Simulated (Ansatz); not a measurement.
System: Hf-vacancy pair (Hf on one host W site, one W site vacant) in bcc W (neutral cell). The step: direct exchange of Hf with the vacancy (Hf-vacancy distance between ideal sites 2.76 Å throughout); the atom moves 2.36 Å along (0.43, 0.43, 0.43) of the unit cell; the moving atom starts with neighbours 2 W at 2.77, W at 2.79, 3 W at 2.85, W at 2.96, 3 W at 3.10, 3 W at 3.28 Å and ends with 2 W at 2.77, W at 2.79, 3 W at 2.85, W at 2.96, 3 W at 3.10, 3 W at 3.28 Å. A PBE band in Ansatz (plane-wave PAW, a 2×2×3 k-point mesh shifted by half a step, 36 host sites, 37 SCF runs with any check of the saddle's order, static, no finite-size correction) gives a forward barrier of 0.86 eV. The saddle point's order was not checked, and it lies on a symmetry element of the cell, where a band can be held. Forms of the defect that were not tried may lie lower.

Single points at the band's start and saddle point can refine it. Rough cost of one point, in units of the band's mean SCF on the same machine:

| Level | Cost of one point |
|---|---|
| PBE, a 3×3×5 k-point mesh shifted by half a step | about 3 |
| r2SCAN at 500 eV, a 2×2×3 k-point mesh shifted by half a step | about 2 |

**Question.** Which of these move the barrier by more than 0.1 eV, and how far does each move it?

**Answer.** Not one does. PBE, a 3×3×5 k-point mesh shifted by half a step: -0.01 eV; r2SCAN at 500 eV, a 2×2×3 k-point mesh shifted by half a step: +0.03 eV. Each functional is compared with PBE at the same k-points.

Ansatz is a quantum-chemistry and plane-wave program.
